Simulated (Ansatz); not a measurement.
**C under a change: biaxial strain −3.00 %, plane normal [001], relaxed out of plane**

The reference is C in the diamond structure (space group Fd-3m, No. 227; a = 3.5603 Å). Axes: x, y, z lie along the cube axes.

Now apply this change: biaxial strain −3.00 %, plane normal [001], relaxed out of plane (Cartesian); in-plane vectors clamped, the third vector and the atoms free.

Level of theory: Ansatz (a program for electronic structure), r2SCAN, PAW, cutoff 500 eV, spin-orbit coupling left out. Γ-centred 16×16×16 mesh, Fermi–Dirac width 0.05 eV.

```tsv
quantity	base	changed	shift
volume per atom	5.64 Å³	5.34 Å³	-0.30 Å³
space group	Fd-3m (No. 227)	I4_1/amd (No. 141)	–
shortest interatomic distance	1.542 Å	1.514 Å	-0.0272 Å
energy relative to the base (free energy F)	0 meV/atom	+41 meV/atom	+41 meV/atom
pressure (mean of the normal stresses, compression positive)	0.01 GPa	27.05 GPa	+27.04 GPa
band gap	4.36 eV	3.97 eV	-0.39 eV
gap character	–	indirect, Γ → Γ–X (75 % along)	–
electron mass	1.8 mₑ along k, 0.28 mₑ across (off the special points)	1.5 mₑ along k, 0.27 mₑ across (off the special points)	–
valence-band top at Γ (three highest levels, from the VBM)	0.00, 0.00, 0.00 eV	0.00, 0.00, -0.64 eV	–
valley order (the lowest conduction-band minima on the path, energy above the VBM, named in the base's zone)	a point along ⟨100⟩, about 1.3 Å⁻¹ from Γ 4.36 eV	a point along [100], about 1.3 Å⁻¹ from Γ 3.97 eV; a point along [001], about 1.3 Å⁻¹ from Γ 4.92 eV	–
out-of-plane strain	–	+0.67 %	–
ratio −ε⊥/ε∥	–	0.22	–
mean in-plane stress (compression positive)	–	+40.6 GPa	–
```

Cost of the whole job for the changed cell (relaxation, final SCF and bands): around 13 core-seconds (rough).

Masses are band curvatures over ±0.01 Å⁻¹ around the edge. Along k means along the line from Γ to the band edge. Whether these cells are dynamically stable was not tested. k-point labels follow each cell's own Brillouin zone.
